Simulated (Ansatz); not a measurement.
## Effective masses and thermopower of C (R-3m)

Consider the following.

```yaml
crystal:
  lattice:
    - [0.01168, 1.78774, 1.78774]
    - [1.78774, 0.01168, 1.78774]
    - [1.78774, 1.78774, 0.01168]
  atoms:
    - { symbol: C, position: [0.00007, 0.00007, 0.00007] }
    - { symbol: C, position: [0.24993, 0.24993, 0.24993] }
```

Level of theory: r2SCAN, rigid bands (plane waves, PAW, scalar-relativistic; Ansatz, a quantum-chemistry and plane-wave program). Condition of this run: uniaxial stress along [111] of -11 GPa (compression positive) (the target of the relaxation). Cell: cell and atoms relaxed with PBEsol, then loaded as said.

The band gap is 4.34 eV, the electron conductivity mass (300 K, dilute) is 0.39 mₑ and the hole conductivity mass (300 K, dilute) is 0.46 mₑ. The effective density of states N_c (300 K) is 5.4e19 cm⁻³ and the effective density of states N_v (300 K) comes out as 2.8e19 cm⁻³. The density-of-states mass, electrons is 1.67 mₑ and the density-of-states mass, holes comes out as 1.09 mₑ. The Seebeck coefficient, n-type 1e19 cm⁻³, 300 K comes out as -360 μV/K, the best n-type power factor at 300 K for τ = 10 fs (best axis; densities from 1e16 to 1e21 cm⁻³ tried, whether or not they can be reached) is 22 μW/(cm·K²) at 3e20 cm⁻³ and the Seebeck coefficient, p-type 1e19 cm⁻³, 300 K comes out as 323 μV/K. The best p-type power factor at 300 K for τ = 10 fs (best axis; densities from 1e16 to 1e21 cm⁻³ tried, whether or not they can be reached) is 12.9 μW/(cm·K²) at 1e20 cm⁻³.

Rigid bands; masses and Seebeck coefficients take one relaxation time τ for all states and one kind of carrier; polarons and phonon drag are left out. Spin-orbit coupling is left out. Geometry: cell and atoms relaxed with PBEsol.
